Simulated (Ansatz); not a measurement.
An Ansatz (a program for electronic structure) run: C with a change (pressure 60 GPa); Ansatz r2SCAN, spin-orbit coupling left out.

Input:

Ansatz 0.2 input:
```yaml
crystal:
  lattice:
    - [0, 1.7301146151, 1.7301146151]
    - [1.7301146151, 0, 1.7301146151]
    - [1.7301146151, 1.7301146151, 0]
  atoms:
    - { symbol: C, position: [0, 0, 0] }
    - { symbol: C, position: [0.25, 0.25, 0.25] }
basis: { ecutwfc: 500, ecutrho_ratio: 4, xc_grid: 4, fft_grid_basis: typed }
kpoints: { mp_grid: { grid: [16, 16, 16] } }
hamiltonian:
  xc: r2scan
  dispersion: none
  pseudopotentials: { kind: paw }
scf: { occupations: { method: fermi_dirac, width: 0.05 } }
relax: { f_tol: 0.01, max_steps: 60, cell: { stress_tol: 0.02, p_target: 60 } }
output: { forces: true, stress: true }
checkpoint: { write: state.ck, write_every: 1000 }
```

Output (explanatory and most iteration lines left out):

```
Relaxation: its limit of steps is 60 (relax.max_steps)
Pseudopotential: C, paw, valence charge 4
Crystal: 2 atoms, lattice volume = 10.357 Å³
Basis set: ecut = 500 eV, 259 PW (Γ), exchange–correlation on 72×72×72 points (64 copies of the dense FFT grid, shifted against one another)
Bands: 8, of which v1, the nominal top of the filled ones, is band 4 counted from 1 (3 counted from 0)
Symmetry: 48 space group operations
Space group: Fd-3m (ITA 227), of the structure as read, at distance tolerance 2.2e-5 Å
k-points: 145 of 4096
Functional: x = r2scan, c = r2scan; τ floored in thin density (d = 2e-4 eV/Å³)
SCF iter   1: F=—  HF=-502.926394 eV  |F-HF|=—  |Δ(HF+E_count)|=         —  Δρ=1.01e-2  dr2=3.42e-3  dr2_τ=4.95e-1  ethr=1.77e-3  ⟨swp⟩=5.1  Hψ=7938  notcnv=0
SCF iter   2: F=—  HF=-502.989832 eV  |F-HF|=—  |Δ(HF+E_count)|=   6.34e-2  Δρ=6.18e-3  dr2=1.14e-3  dr2_τ=7.85e-5  ethr=4.28e-5  ⟨swp⟩=2.0  Hψ=3480  notcnv=0
SCF 1 converged in 6 iterations: F = -502.989904 eV  dr2 = 1.50e-11
relax step   1: F+E_penalty+E_count = -502.98990443 eV  Δ(F+E_penalty+E_count) = +0.000e0 eV  max|allowed force component| = 9.830e-18 eV/Å  Δτ_max = 0.0000 Å  P = +45.018 GPa  Ω = 10.357 Å³  (6 SCF iters, dr2 threshold 1.00e-7 eV, accepted)
[... steps on the carried basis left out ...]
relax step   5: F+E_penalty+E_count = -502.91045307 eV  Δ(F+E_penalty+E_count) = +1.713e-4 eV  max|allowed force component| = 9.252e-17 eV/Å  Δτ_max = 0.0000 Å  P = +60.019 GPa  Ω = 10.115 Å³  stress off target by 1.94e-2 GPa  SCF on the basis re-selected at this cell (its energy is not comparable with the rows above)  (4 SCF iters)
SCF converged after 4 iterations
Free energy (F): -502.910453 eV
Internal energy: -502.910453 eV  (E = F + TS)
E sigma→0 (E₀):  -502.910453 eV
Fermi energy:    17.751516 eV
--- Forces (eV/Å), atoms counted from 1 ---
  atom   1  C      0.00000000    -0.00000000    -0.00000000
  atom   2  C     -0.00000000     0.00000000     0.00000000
--- Stress (GPa, compression-positive) ---
       60.019388      -0.000000      -0.000000
       -0.000000      60.019388      -0.000000
       -0.000000      -0.000000      60.019388
  P = ⅓ Tr σ = 60.0194 GPa (600.194 kbar)
--- Relaxed structure (4 steps of the walk, 4 accepted, 1 SCFs on fresh bases) ---
  cell:  # Å, volume = 10.1145 Å³
    - [1.6987890742485879e-34, 1.71647902686065, 1.71647902686065]
    - [1.71647902686065, -8.648199798020063e-35, 1.71647902686065]
    - [1.71647902686065, 1.71647902686065, -6.639906680367066e-34]
  atoms:
    - { symbol: C, position: [-5.2180338432626705e-36, -4.0584707669820765e-36, 6.377596919543263e-36] }
    - { symbol: C, position: [0.25, 0.25, 0.25] }
```

Load acts through the strain it causes; cell and atoms are relaxed under it. No phonon test of stability was made. No other phases were tried under pressure. The cell was made from C in the diamond structure (space group Fd-3m, No. 227) by this change: pressure 60 GPa.
